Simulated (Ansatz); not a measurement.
# Fluorite AuAl2

All values below come from PBE (Ansatz, a quantum-chemistry and plane-wave program, PAW).

Numerical settings: plane-wave cutoff 520 eV, 12×12×12 k mesh, Fermi–Dirac smearing 0.1 eV, perturbation theory, force constants from a 4×4×4 q mesh, scalar-relativistic PAW data made under PBE.

Cell: relaxed at this level.

For fluorite AuAl2, the zero-point energy comes out as 0.036 eV/atom.

Spin–orbit coupling is not included; it can shift volumes and moduli of such heavy elements.
